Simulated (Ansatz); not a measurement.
Ansatz (a quantum-chemistry and plane-wave program) run on Ti4H3 (P-42m, 7 atoms in the cell): self-consistent single point.

Method of the run: PBEsol, default PAW files made with PBE (plane waves; Ansatz).

```xyz
7
Lattice="4.2211 0.0000 0.0000 0.0000 4.2211 0.0000 0.0000 0.0000 4.3689" Properties=species:S:1:pos:R:3 pbc="T T T"
Ti     1.0785     1.0785     1.1347
Ti     1.0785     3.1427     3.2342
Ti     3.1427     3.1427     1.1347
Ti     3.1427     1.0785     3.2342
H      0.0000     0.0000     0.0000
H      0.0000     0.0000     2.1845
H      2.1106     2.1106     0.0000
```

Reference input (self-consistent single point, DFT, PBEsol, plane waves, default PAW files made with PBE): basis.ecutwfc = 30.9 Ry; kpoints.mp_grid.grid = 5 5 5; hamiltonian.xc = pbesol; hamiltonian.pseudopotentials = {kind: paw} (the program's default PAW files); scf.occupations.method = cold; scf.occupations.width = 0.0147 Ry. This run's input differs from it in these lines:

Ansatz 0.2 input:
```diff
@@ -14,3 +14,3 @@
 basis:
-  ecutwfc: 30.9 Ry
+  ecutwfc: 15.4 Ry
 kpoints:
```

Output, abridged:

```
SCF iter   1: F=—  HF=-9930.360149 eV  |F-HF|=—  |Δ(HF+E_count)|=         —  Δρ=7.37e-2  dr2=2.43e0  ethr=1.77e-3  ⟨swp⟩=3.8  Hψ=2146  notcnv=0
all-band conjugate gradients solve this SCF's bands
preconditioner: auto → Kerker (q_TF=auto, 2.543 Å⁻¹)
SCF iter   2: F=—  HF=-9928.893367 eV  |F-HF|=—  |Δ(HF+E_count)|=    1.47e0  S|Δr|=    0.00e0  Δρ=2.52e-2  dr2=1.90e-1  ethr=1.77e-3  ⟨swp⟩=2.0  Hψ=1312  notcnv=0  defer=20
   [... lines left out ...]
SCF iter   6: F=—  HF=-9928.796167 eV  |F-HF|=—  |Δ(HF+E_count)|=   6.06e-4  S|Δr|=    0.00e0  Δρ=7.25e-5  dr2=3.28e-6  ethr=1.41e-7  ⟨swp⟩=2.4  Hψ=748  notcnv=0  defer=20
SCF iter   7: F=—  HF=-9928.796166 eV  |F-HF|=—  |Δ(HF+E_count)|=   1.03e-6  S|Δr|=    0.00e0  Δρ=1.39e-5  dr2=1.75e-7  ethr=6.43e-9  ⟨swp⟩=2.6  Hψ=855  notcnv=0  defer=20
SCF iter   8: F=-9928.796165 eV  HF=-9928.796165 eV  |F-HF|=4.38e-9  |Δ(HF+E_count)|=   4.18e-8  S|Δr|=    0.00e0  Δρ=2.80e-6  dr2=7.01e-9  ethr=1.96e-10  ⟨swp⟩=8.7  Hψ=2124  notcnv=0
SCF 1 converged in 8 iterations: F = -9928.796165 eV  dr2 = 7.01e-9
Stability not checked (fill_not_monotonic)
Free energy (F): -9928.796165 eV
Internal energy: -9928.795058 eV  (E = F + TS)
E sigma→0 (E₀):  -9928.795796 eV
Entropy (-TS):   -0.001107 eV (-0.158 meV/atom)
Fermi energy:    11.947027 eV
--- Forces (eV/Å), atoms counted from 1 ---
  atom   1  Ti    -0.22802776    -0.22802776    -0.28978855
  atom   2  Ti    -0.22802776     0.22802776     0.28978855
  atom   3  Ti     0.22802776     0.22802776    -0.28978855
  atom   4  Ti     0.22802776    -0.22802776     0.28978855
   [... lines left out ...]
  atom   7  H      0.00000000     0.00000000     0.00000000
--- Stress (GPa, compression-positive) ---
       -5.049066       0.000000       0.000000
        0.000000      -5.049066       0.000000
        0.000000       0.000000      -8.236834
  P = ⅓ Tr σ = -6.1117 GPa (-61.117 kbar)
  The stress holds the Pulay correction. Without it, at fixed plane waves, as pw.x and ABINIT print it: P = -148.9673 GPa
```

The run converged in 8 iterations. Against the reference run the free energy rises by 2.28 eV/atom, the pressure goes from -3.38 to -6.11 GPa and the largest force goes from 0.078 to 0.434 eV/Å.

The starting cell comes from a database of computed structures (which also holds hypothetical and non-ambient phases and stackings), without a prior relaxation at this level. Spin polarisation is off. Ansatz's pressure includes its estimate of the finite-basis (Pulay) stress. Without the estimate this run gives -148.97 GPa. The cutoff lies below the one recommended for these files.
